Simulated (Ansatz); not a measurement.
Take TiAl (space group P4/mmm, No. 123; a = 2.766 Å, c = 4.002 Å; relaxed with 0.1 eV smearing) as the base. Axes: x, y, z lie along a, b, c of the conventional cell.

Calculations: LDA (Ansatz, a first-principles code; PAW; 420 eV plane waves; spin-orbit coupling left out).

For the base:

```
Property    Value
--------  -------
Pressure  0.0 GPa
```

Modification: tensile biaxial strain of 3.00 % in the plane normal to [001], as in epitaxy on a mismatched substrate; the out-of-plane cell vector and the atoms relax.

**Question.** Predict the new out-of-plane strain and pressure.

**Answer.** The out-of-plane strain is -3.62 %; the pressure (mean of the normal stresses, compression positive) goes from zero to -2.8 GPa.

Stability against distortions was not tested. The final runs are not spin-polarised.
